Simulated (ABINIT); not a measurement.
## Short convergence ladders for InSe (Cm, 4 atoms in the cell)

```
CELL_PARAMETERS angstrom
      5.85553    -2.06492     0.00000
      5.85553     2.06492     0.00000
     -1.73185     0.00000     4.79521
ATOMIC_POSITIONS crystal
  In 0.11334 0.11334 0.96359
  In 0.88820 0.88820 0.04684
  Se 0.33907 0.33907 0.33104
  Se 0.66093 0.66093 0.66896
```

Base method: PBEsol, PAW (JTH v2.0 PBE PAW, files made for PBE) (plane waves; ABINIT).

Base settings: pseudos = [In.GGA_PBE-JTH.xml, Se.GGA_PBE-JTH.xml]; ecut = 40 Ry; pawecutdg = 80 Ry; pawxcdev = 0; ixc = -116133; occopt = 1; ngkpt = 3 3 3; nshiftk = 1; shiftk = 0 0 0; potentials = JTH v2.0 PBE PAW.

The count of work is k-points × plane waves × bands × iterations; it is no time. 

**Shifted k-point meshes**

In this ladder: shiftk = 0.5 0.5 0.5.

Only quantities that move along the ladder and can be compared are tabulated.

```csv
ngkpt,free energy less the last step's (meV/atom),pressure (GPa),largest difference of a force vector from the last step's (eV/Å),count of work / last
2 2 1,-88.69,-3.41,0.682,0.013
3 3 2,17.54,-1.99,0.082,0.037
4 4 3,3.12,-2.25,0.022,0.11
6 6 5,0.34,-2.26,0.002,0.32
7 7 6,0.03,-2.26,0.001,0.52
9 9 7,0.00,-2.26,0.000,1.0
```

Coarsest ngkpt that holds the forces within 0.005 eV/Å of the last step, with all finer ones: 6 6 5, at 0.32 of the last step's count of work; the step before is off by 0.022 eV/Å.

Coarsest ngkpt that holds the free energy within 1 meV/atom of the last step, with all finer ones: 6 6 5, at 0.32 of the last step's count of work; the step before is off by 3.1 meV/atom.

Coarsest ngkpt that holds the pressure within 0.1 GPa of the last step, with all finer ones: 4 4 3, at 0.11 of the last step's count of work; the step before is off by 0.27 GPa.

**The SCF threshold**

In this ladder: tolvrs = default.

The mesh stays at the base's, so the ladder's end is converged at best in this setting alone.

Only quantities that move along the ladder and can be compared are tabulated; the gap is left out on so coarse a mesh.

| toldfe | pressure (GPa) | largest difference of a force vector from the last step's (eV/Å) | count of work / last |
|---|---|---|---|
| 0.0037 Ha | -2.42 | 0.065 | 0.11 |
| 3.7e-05 Ha | -2.07 | 0.006 | 0.18 |
| 3.7e-07 Ha | -2.04 | 0.000 | 0.24 |
| 3.7e-09 Ha | -2.04 | 0.000 | 0.29 |
| 3.7e-14 Ha | -2.04 | 0.000 | 1.0 |

Coarsest toldfe that holds the pressure within 0.1 GPa of the last step, with all finer ones: 3.7e-05 Ha, at 0.18 of the last step's count of work; the step before is off by 0.38 GPa.

Coarsest toldfe that holds the forces within 0.01 eV/Å of the last step, with all finer ones: 3.7e-05 Ha, at 0.18 of the last step's count of work; the step before is off by 0.065 eV/Å.

On the base run: the starting cell comes from a database of computed structures (which also holds hypothetical and non-ambient phases and stackings), without a prior relaxation at this level. Its lattice was rescaled by up to half a per cent. One atom was moved a little off its site on purpose. The potentials were made for another functional than the one used.
